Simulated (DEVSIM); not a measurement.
Device: illuminated GaSb p-on-n cell, one wavelength, at 350 K.

| layer (left to right) | material | thickness (μm) | Nd (cm⁻³) | Na (cm⁻³) | τn (s) | τp (s) | absorption coefficient (cm⁻¹) |
|---|---|---|---|---|---|---|---|
| 1 | GaSb | 0.0530 | - | 7.1e17 | 4.8e-11 | 5.5e-10 | 46000 |
| 2 | GaSb | 1.00 | 1.5e16 | - | 2.3e-9 | 2.3e-9 | 46000 |

Left contact: ohmic, minority electron recombination velocity 10 cm/s. Right contact: ohmic, minority hole recombination velocity 2e5 cm/s. Voltage is applied to the left contact. Recombination: SRH at mid-gap, radiative, Auger. Light enters at the left, 1.5e18 photons cm⁻² s⁻¹, one pass, no reflection. Mobility is constant in doping.

Constants are typed, rounded textbook-type inputs, not results; the design itself was drawn at random and stands for no fabricated device. Values at 300 K; Nc and Nv go as T^1.5, mobilities as T to minus their exponent, the gap by Varshni's rule with the affinity fixed.

```tsv
parameter	GaSb
gap (eV)	0.726
affinity (eV)	4.06
permittivity	15.7
Nc (cm⁻³)	2.1e17
Nv (cm⁻³)	1.8e19
μn (cm²/Vs)	5000
μp (cm²/Vs)	850
T exponent of μn	2
T exponent of μp	1.7
B (cm³/s)	1e-10
Cn (cm⁶/s)	5e-30
Cp (cm⁶/s)	5e-30
Varshni α (eV/K)	0.00042
Varshni β (K)	140
```

DEVSIM, 1D drift-diffusion, Boltzmann statistics, complete ionisation; no tunnelling, impact ionisation, image-force lowering or self-heating.

The temperature was swept, all else fixed.

```tsv
temperature (K)	potential step across the device at zero bias (V)	dark forward voltage at 100 A/cm² (V)
250	0.630	0.524
300	0.574	0.447
350	0.516	___
400	0.455	0.290
450	0.393	0.209
500	0.330	0.130
```

Q: What belongs in the gaps?

A: 
- 350, dark forward voltage at 100 A/cm² (V): 0.370
